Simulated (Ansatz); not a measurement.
Cs₂AgBiBr₆ (space group Fm-3m, No. 225)

Space group Fm-3m (No. 225); a = b = c = 11.3430 Å, α = β = γ = 90.00°

```csv
atom,site,symmetry,x,y,z
Cs,8c,-43m,0.2500,0.2500,0.2500
Ag,4b,m-3m,0.5000,0.5000,0.5000
Bi,4a,m-3m,0.0000,0.0000,0.0000
Br,24e,4m.m,0.0000,0.0000,0.2519
```
(The calculation used a cell of 10 atoms; values per cell refer to that cell.)

All numbers come from r2SCAN (Ansatz, a program for electronic structure), no SOC. k-mesh 5×5×5 (Γ-centred); smearing 0.05 eV (Fermi–Dirac).

The volume per atom comes out as 36.49 Å³, the density comes out as 4.83 g/cm³ and the band gap is 1.67 eV, indirect, X → L. The electron mass is 0.36 mₑ along k, 0.27 mₑ across and the hole mass is 0.20 mₑ along k, 0.76 mₑ across. The total energy is -4815.710 eV/atom (σ→0; compares only within this code and set-up).

With Bi present, leaving out spin-orbit coupling can change the band edges. Effective masses come from finite differences of ±0.01 Å⁻¹. Along k means along the line from Γ to the band edge. Stability against distortions was not tested.
